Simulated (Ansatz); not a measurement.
Consider PtS$_{2}$ in the CdI2 type structure (space group P-3m1, No. 164; a = 3.552 Å, c = 5.128 Å; layered, stacked along the Cartesian z axis).

Level of theory: r2SCAN+rVV10 (Ansatz, a first-principles code, PAW, no SOC).

One change was made to it. Results:

| quantity | base | after |
|---|---|---|
| c/a ratio | 1.444 | 1.285 |
| band gap | 0.80 eV | zero |
| volume per atom | 18.68 Å³ | 16.61 Å³ |

### Question
Which change produced these results?
A) pressure −1 GPa
B) pressure 5 GPa
C) pressure 0.3 GPa
D) pressure 0.7 GPa
E) pressure 1.5 GPa

### Answer
B, pressure 5 GPa. For comparison, the band gap in the other runs: pressure −1 GPa gives 1.07 eV; pressure 0.7 GPa gives 0.61 eV; pressure 1.5 GPa gives 0.46 eV; pressure 0.3 GPa gives 0.71 eV.

A case with no gap was solved on a k-mesh chosen for an insulator, which is coarse for it. With Pt present, leaving out spin-orbit coupling can change the band edges. Load acts through the strain it causes; cell and atoms are relaxed under it. Stability against distortions was not tested. Competing high-pressure phases were not computed. The final runs are not spin-polarised. A zero or small gap of PtS2 under pressure 5 GPa can be the functional's error rather than a property of the material.
